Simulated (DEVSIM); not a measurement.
Structure: Ti/HfO2/p-In0.53Ga0.47As capacitor, at 300 K.

| layer (left to right) | material | thickness (nm) | Na (cm⁻³) |
|---|---|---|---|
| 1 | HfO2 | 23.0 | - |
| 2 | In0.53Ga0.47As | 450 | 1.6e18 |

Metal gate on the left, work function 4.33 eV. Fixed charge at the semiconductor interface 1.8e12 cm⁻² (in units of +e); no interface traps.

The device is made up for the run: typed textbook-type constants, with dimensions and the other settings drawn at random. Values at 300 K.

```tsv
parameter	HfO2	In0.53Ga0.47As
gap (eV)	5.7	0.74
affinity (eV)	2.5	4.51
permittivity	22	13.9
Nc (cm⁻³)	-	2.1e17
Nv (cm⁻³)	-	7.7e18
```

Simulated with DEVSIM: 1D Poisson equation in equilibrium, Boltzmann statistics, complete ionisation; no quantum confinement or tunnelling. Metal contacts follow the ideal Schottky-Mott rule: no Fermi-level pinning, no interface dipoles.

Question: Tabulate band edges, carrier densities and field at -0.4 V on the gate.

Answer: Energies count from the Fermi level of the right contact; mesh points crowd at the junctions.

| x (μm) | Ec (eV) | Ev (eV) | n (cm⁻³) | p (cm⁻³) | field (V/cm) |
|---|---|---|---|---|---|
| 0.000 | 2.230 | -3.470 | < 1e2 | < 1e2 | 71000 |
| 0.001084 | 2.238 | -3.462 | < 1e2 | < 1e2 | 71000 |
| 0.003212 | 2.253 | -3.447 | < 1e2 | < 1e2 | 71000 |
| 0.006987 | 2.280 | -3.420 | < 1e2 | < 1e2 | 71000 |
| 0.01541 | 2.340 | -3.360 | < 1e2 | < 1e2 | 71000 |
| 0.01946 | 2.369 | -3.331 | < 1e2 | < 1e2 | 71000 |
| 0.02166 | 2.385 | -3.315 | < 1e2 | < 1e2 | 71000 |
| 0.02312 | 0.389 | -0.351 | 6.2e10 | 9.6e12 | 340000 |
| 0.02445 | 0.432 | -0.308 | 1.1e10 | 5.3e13 | 320000 |
| 0.02698 | 0.506 | -0.234 | 6.7e8 | 9.0e14 | 260000 |
| 0.03193 | 0.611 | -0.129 | 1.1e7 | 5.3e16 | 160000 |
| 0.04693 | 0.697 | -0.043 | 410000 | 1.5e18 | 6100 |
| 0.07109 | 0.699 | -0.041 | 370000 | 1.6e18 | ≈ 0 |
| 0.1218 | 0.699 | -0.041 | 370000 | 1.6e18 | ≈ 0 |
| 0.2627 | 0.699 | -0.041 | 370000 | 1.6e18 | ≈ 0 |
| 0.3665 | 0.699 | -0.041 | 370000 | 1.6e18 | ≈ 0 |
| 0.4193 | 0.699 | -0.041 | 370000 | 1.6e18 | ≈ 0 |
| 0.4462 | 0.699 | -0.041 | 370000 | 1.6e18 | ≈ 0 |
| 0.4629 | 0.699 | -0.041 | 370000 | 1.6e18 | ≈ 0 |
| 0.4686 | 0.699 | -0.041 | 370000 | 1.6e18 | ≈ 0 |
| 0.4713 | 0.699 | -0.041 | 370000 | 1.6e18 | ≈ 0 |
| 0.4730 | 0.699 | -0.041 | 370000 | 1.6e18 | ≈ 0 |
